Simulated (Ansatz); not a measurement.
The starting structures come from a database of crystals and need not be the phases stable at ambient conditions.

By PBEsol, the system below comes out a metal.

A figure of merit of an interconnect metal is its ballistic conductance per area.

Input:

```yaml
crystal:
  lattice:
    - [3.89855, 0.00000, 0.00000]
    - [0.00000, 3.89855, 0.00000]
    - [0.00000, 0.00000, 3.89855]
  atoms:
    - { symbol: Zn, position: [0.00000, 0.00000, 0.00000] }
    - { symbol: Pt, position: [0.50000, 0.50000, 0.00000] }
    - { symbol: Pt, position: [0.00000, 0.50000, 0.50000] }
    - { symbol: Pt, position: [0.50000, 0.00000, 0.50000] }
```

Space group of this cell: Pm-3m, Cu3Au type. The cell is taken as given; by PBEsol its mean pressure is -4.3 GPa.

The current flows along the normal of the first two printed cell vectors, the (001) plane of the conventional cell. No spin-orbit coupling; the value is a mean over 0.1 eV about the Fermi level.

Task: Predict the ballistic conductance per area from PBEsol run with Ansatz (an electronic-structure program).

Result: 1.1 × 10¹⁵ S/m² for both spins.
